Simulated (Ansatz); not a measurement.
Base system: CsPbBr₃ in the cubic perovskite structure (space group Pm-3m, No. 221; a = 5.938 Å).

Level of theory: DFT with r2SCAN, PAW potentials and a 500 eV plane-wave cutoff in Ansatz (a program for electronic structure), without spin-orbit coupling.

For the base:

```
Item                                Result
-------------  ---------------------------
Electron mass  0.091, 0.82, 0.82 mₑ (at R)
Hole mass                   0.17 mₑ (at R)
Band gap                           2.03 eV
```

The change: Li takes the place of Cs on all its sites, then cell and atoms are relaxed.

Tabulated Pauling electronegativity and covalent radius: Cs 0.79, 2.44 Å; Li 0.98, 1.28 Å.

Task: What does the calculation give for the electron mass after the change?

Result: The electron mass (degenerate bands, along [100]) changes from 0.091, 0.82, 0.82 mₑ (at R) to 0.087, 0.88, 0.88 mₑ (at R).

Task: Predict the new hole mass.

Result: The hole mass becomes 0.16 mₑ (at R) (base: 0.17 mₑ (at R)).

Task: Estimate the effect on the band gap.

Result: The band gap drops by 0.03 eV (2.03 eV → 2.00 eV).

With Pb present, leaving out spin-orbit coupling can change the band edges. Masses are band curvatures over ±0.01 Å⁻¹ around the edge. Stability against distortions was not tested. As relaxed here, LiPbBr3 is a hypothetical phase, not in the database extracts checked. Many cubic perovskites are stable only at high temperature; tilts and polar distortions were not tested. This is not the structure that CsPbBr3 has at room temperature and ambient pressure.
